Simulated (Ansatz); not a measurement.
The reference is Ni₂Si (space group Pnma, No. 62; a = 5.020 Å, b = 3.731 Å, c = 7.077 Å; non-magnetic). Axes: x, y, z lie along a, b, c of the conventional cell.

(Cell as relaxed with PBE.)

Levels (all Ansatz, a quantum-chemistry and plane-wave program, PAW): PBE (420 eV, no SOC); PBEsol (420 eV, no SOC).

Each level relaxes its own structure.

| base | PBE | PBEsol |
|---|---|---|
| volume per atom | 11.05 Å³ | 10.62 Å³ |
| band gap | zero | zero |

Perturbation: the cell is stretched by 2.20 % along x with no lateral relaxation; the atoms relax in the strained cell.

```csv
quantity,PBE,PBEsol
"pressure (mean of the normal stresses, compression positive)",-3.4 GPa,-4.0 GPa
energy relative to the base (free energy F),+3.4 meV/atom,+3.9 meV/atom
shortest interatomic distance,2.307 Å,2.290 Å
band gap,zero,zero
```

PBE's pressure lies 0.53 GPa above PBEsol's; PBE's energy relative to the base lies 0.5 meV/atom below PBEsol's; PBE's shortest interatomic distance lies 0.017 Å above PBEsol's (0.7 %); the two agree on the band gap. Neither level is exact; PBEsol is the comparison here, not a measurement.

Without a gap, meshes like the base's 8×10×6 leave anisotropic stresses uncertain by several tenths of a GPa, and small strain energies with them. Stability against distortions was not tested. Seeded moments were not kept for the base. All final runs are without spin polarisation.
